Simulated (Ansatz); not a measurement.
The parent structure is Ge in the diamond structure (space group Fd-3m, No. 227; a = 5.762 Å).

(Cell as relaxed with PBE.)

Levels (all Ansatz, a first-principles code, PAW): PBE (420 eV, no SOC); PBEsol (420 eV, no SOC).

Each level relaxes its own structure.

```json
[
 {"base": "volume per atom", "PBE": "23.91 Å³", "PBEsol": "22.86 Å³"},
 {"base": "lattice parameter a", "PBE": "5.762 Å", "PBEsol": "5.676 Å"},
 {"base": "band gap", "PBE": "zero", "PBEsol": "zero"}
]
```

Modification: a hydrostatic pressure of 7.5 GPa.

```csv
quantity,PBE,PBEsol
"valley order (the lowest conduction-band minima on the path, energy above the VBM, named in the base's zone)","L along ⟨111⟩ 0.32 eV; Γ 0.45 eV; a point along ⟨100⟩, about 0.9 Å⁻¹ from Γ 0.50 eV","a point along ⟨100⟩, about 0.9 Å⁻¹ from Γ 0.36 eV; L along ⟨111⟩ 0.37 eV; Γ 0.73 eV"
lattice parameter a,5.572 Å,5.508 Å
```

They order the valleys differently; PBE's lattice parameter a lies 0.064 Å above PBEsol's (1.2 %). Neither level is exact; PBEsol is the comparison here, not a measurement.

Load acts through the strain it causes; cell and atoms are relaxed under it. No phonon test of stability was made. Tetrahedral semiconductors of this kind turn to denser phases somewhere between about 1 and 50 GPa; those were not computed, so compressed cells here can lie past the real transition. The zero or small gap of Ge can change with the level of theory.
